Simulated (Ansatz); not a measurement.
Take MgS in the rock salt structure (space group Fm-3m, No. 225) as the base.

```
MgS
1.0
    0.00000     2.60157     2.60157
    2.60157     0.00000     2.60157
    2.60157     2.60157     0.00000
S Mg
1 1
Direct
  0.00000   0.00000   0.00000
  0.50000   0.50000   0.50000
```

The other end (x = 1) is MgSe in the rock salt structure (space group Fm-3m, No. 225): 20.48 Å³/atom, gap 2.48 eV.

Calculations: plane-wave PAW DFT at the r2SCAN level (Ansatz, a program for electronic structure, 500 eV), no spin-orbit coupling.

Se replaces a fraction x of S; each row is one arrangement (x, atoms in the cell, starting space group or random), fully relaxed.

One change was made to it. Results:

```csv
quantity,base,after
mean first-shell distances,–,"S–Mg 2.662 Å (end compound 2.602 Å), Se–Mg 2.711 Å (end compound 2.736 Å)"
band gap,3.46 eV,2.77 eV
"gap character (in this cell's own zone, which can be folded)",–,"indirect, Γ → X"
```

Question: What was done to the base?
A) x(Se) = 0.75, 8 atoms, Cmmm
B) x(Se) = 0.667, 6 atoms, I4/mmm
C) x(Se) = 0.667, 6 atoms, Immm

Answer: B, x(Se) = 0.667, 6 atoms, I4/mmm. For comparison, the band gap in the other runs: x(Se) = 0.75, 8 atoms, Cmmm gives 2.51 eV; x(Se) = 0.667, 6 atoms, Immm gives 2.68 eV.

Each cell is one ordered arrangement of few atoms, which overstates ordering effects compared with a random alloy. Whether these cells are dynamically stable was not tested. k-point labels follow each cell's own Brillouin zone.
